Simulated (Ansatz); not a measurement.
Defect: interstitial N in fcc Cu, neutral cell. The step: one N atom jumps by itself; the atom moves 1.58 Å along (-0.25, -0.25, -0.25) of the unit cell; the moving atom starts with neighbours 6 Cu at 1.94 Å and ends with 4 Cu at 1.82 Å. A PBE band in Ansatz (plane-wave PAW, a 2×2×2 k-point mesh shifted by half a step, 32 host sites, 39 SCF runs with any check of the saddle's order, static, no finite-size correction) gives a forward barrier of 0.72 eV. The program found a first-order saddle point. Sites that were not tried may lie lower.

Single points at the band's start and saddle point can refine it. Rough cost of one point, in units of the band's mean SCF on the same machine:

```tsv
Level	Cost of one point
PBE, a 4×4×4 k-point mesh shifted by half a step	about 7
r2SCAN at 500 eV, a 2×2×2 k-point mesh shifted by half a step	about 3
```

Task: Which of these move the barrier by more than 0.1 eV, and how far does each move it?

Result: PBE, a 4×4×4 k-point mesh shifted by half a step: +0.17 eV; r2SCAN at 500 eV, a 2×2×2 k-point mesh shifted by half a step: -0.03 eV. Each functional is compared with PBE at the same k-points.

Ansatz is a program for electronic structure.
